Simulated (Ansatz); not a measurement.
```
CELL_PARAMETERS angstrom
      4.07482     0.00000     0.00000
     -2.03741     3.52890     0.00000
      0.00000     0.00000     6.57333
ATOMIC_POSITIONS crystal
  Cd 0.33333 0.66667 0.00640
  S  0.33333 0.66667 0.39026
  Mg 0.66667 0.33333 0.50010
  S  0.66667 0.33333 0.87324
```

Relaxed-ion tensors in this frame from Ansatz (an electronic-structure program), PBEsol functional, plane-wave PAW. Proper piezoelectric stress tensor e (C/m²):

```
 0.00   0.00   0.00   0.00  -0.18  -0.02
-0.02   0.02   0.00  -0.18   0.00   0.00
-0.24  -0.24   0.51   0.00   0.00   0.00
```

Stiffness C (GPa):

```
84.4  50.7  43.5  -0.3   0.0   0.0
50.7  84.4  43.5   0.3   0.0   0.0
43.5  43.5  88.4   0.0   0.0   0.0
-0.3   0.3   0.0  15.5   0.0   0.0
 0.0   0.0   0.0   0.0  15.5  -0.3
 0.0   0.0   0.0   0.0  -0.3  16.8
```

The cell was generated from a structure type, relaxed within its symmetry, and need not be the phase found at ambient conditions.

Task: Obtain the piezoelectric strain tensor d.

Result: d = e S with S = C⁻¹, in pC/N:

```
  0.0    0.0    0.0    0.0  -11.6   -1.4
 -0.7    0.7    0.0  -11.6    0.0    0.0
 -5.3   -5.3   11.0    0.0    0.0    0.0
```
Away from Γ the polar cell without biaxial strain shows no imaginary mode on a 2×2×2 mesh.

The PAW data sets were generated under PBE and serve the other functionals too.
